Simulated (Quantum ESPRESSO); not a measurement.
A working Quantum ESPRESSO input for BaGdCo2O5 (Pmmm, 9 atoms in the cell) (DFT, LDA (PZ), plane waves, SSSP 1.1.2 efficiency (PBE) pseudopotentials):

```fortran
&control
  calculation = 'scf',
  prefix = 'bagdco2o5',
  outdir = './out',
  pseudo_dir = './',
  tprnfor = .true.,
  tstress = .true.,
/
&system
  ibrav = 8,
  celldm(1) = 7.265732388,
  celldm(2) = 1.04640220970,
  celldm(3) = 1.99210374370,
  nat = 9,
  ntyp = 4,
  ecutwfc = 55,
  ecutrho = 440,
  occupations = 'smearing',
  smearing = 'methfessel-paxton',
  degauss = 0.0147,
  nspin = 2,
  starting_magnetization(2) = 0.389,
  starting_magnetization(3) = 0.176,
  input_dft = 'pz',
/
&electrons
  conv_thr = 1.0d-9,
  mixing_beta = 0.4,
/
ATOMIC_SPECIES
Ba   137.3270  Ba.pbe-spn-kjpaw_psl.1.0.0.UPF
Gd   157.2500  Gd.GGA-PBE-paw-v1.0.UPF
Co    58.9332  Co_pbe_v1.2.uspp.F.UPF
O     15.9990  O.pbe-n-kjpaw_psl.0.1.UPF
ATOMIC_POSITIONS angstrom
Ba    1.922430000    2.011635000    0.000000000
Gd    1.922430000    2.011635000    3.829680000
Co    0.000000000    0.000000000    1.963706717
Co    0.000000000    0.000000000    5.695653283
O     0.000000000    0.000000000    0.000000000
O     0.000000000    2.011635000    2.355789355
O     0.000000000    2.011635000    5.303570645
O     1.922430000    0.000000000    2.413081368
O     1.922430000    0.000000000    5.246278632
K_POINTS automatic
4 4 2  0 0 0
```

The run converged in 27 iterations: free energy E − TS -25759.5060 eV; Fermi level (on the code's own zero) 11.77 eV; pressure -16.31 GPa; largest force (vector length) 0.611 eV/Å; size of the cell's spin moment 11.35 μB; site moments (μB, in the program's spheres or projections) Ba 0.00, Gd 6.81, Co 1.76, Co 1.76, O 0.26, O 0.07, O 0.07, O 0.08, O 0.08. Each of these slips is then made, one at a time:

(1)
```diff
-  smearing = 'methfessel-paxton',
+  smearing = methfessel-paxton,
```

(2)
```diff
-  smearing = 'methfessel-paxton',
+  smearing = 'fermi',
```

(3)
```diff
-4 4 2  0 0 0
+1 1 1  0 0 0
```

Question: What happens in each case?

Answer: 
(1) A string without quotes in a namelist. The program stopped before any SCF iteration.
```
Error in routine  read_namelists (1):
bad line in namelist &system: "  degauss = 0.0147," (error could be in the previous line)
```

(2) A value that the program does not know. The program stopped before any SCF iteration.
```
Error in routine  set_occupations (1):
smearing fermi unknown
```

(3) A single k-point for a small metallic cell. The run converged in 20 iterations without an error; against the sound input the free energy rises by 645 meV/atom, the pressure goes from -16.31 to -7.09 GPa, the largest force goes from 0.611 to 2.369 eV/Å and the size of the net moment goes from 1.26 to 1.54 μB/atom.

The starting cell comes from a database of computed structures (which also holds hypothetical and non-ambient phases and stackings), without a prior relaxation at this level. The magnetic order is the one reached from the typed start; others were not searched systematically. With U or open f shells several self-consistent states can exist. The f electrons are in the valence without U or exact exchange, which can misplace them near the Fermi level. Spin-orbit terms, which matter for f shells, are left out. In the base run, with a pressure of about -16 GPa the cell is away from its equilibrium volume at this level. Without a gap this mesh is coarse (it stands for a supercell whose shortest vector is 15 Å).

Left out of this page: 3 runs of the series outside the window shown, repeating another row's setting, or not comparable.
